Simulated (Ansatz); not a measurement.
Results of r²SCAN (PAW; Ansatz, a first-principles code) for ZnGeO3 (R3c, No. 161, 10 atoms in the cell; start mp-1020631).

Settings: plane-wave cutoff 560 eV, 8×8×8 k mesh, Fermi–Dirac smearing 0.01 eV, scalar-relativistic PAW data made under PBE.

Cell (relaxed with PBEsol):

```cif
data_Ge6O18Zn6
_chemical_formula_sum 'Zn6 Ge6 O18'
_space_group_name_H-M_alt 'R3c :H'
_space_group_IT_number 161
_space_group_name_Hall 'R 3 -2"c'
_cell_length_a 5.02854
_cell_length_b 5.02854
_cell_length_c 13.08900
_cell_angle_alpha 90.000
_cell_angle_beta 90.000
_cell_angle_gamma 120.000
loop_
_atom_site_label
_atom_site_type_symbol
_atom_site_symmetry_multiplicity
_atom_site_Wyckoff_symbol
_atom_site_fract_x
_atom_site_fract_y
_atom_site_fract_z
_atom_site_occupancy
Zn1 Zn 6 a 0.00000 0.00000 0.22231 1
Ge1 Ge 6 a 0.00000 0.00000 0.49910 1
O1 O 18 b 0.01321 0.38603 0.26039 1
```
(The calculation used a cell of 10 atoms; values per cell refer to that cell.)

### Question
Predict the band gap.

### Answer

band gap: 2.33 eV (direct)

Note: cell and atoms aren't relaxed at this level (largest force component 0.17 eV/Å, pressure -1.7 GPa).

Spin–orbit coupling is not included.

The computed numbers hold no vibrational or temperature effects.

Computing time: very roughly 100 core-seconds.

A start named mp-… is a Materials Project structure, which need not be a measured phase.
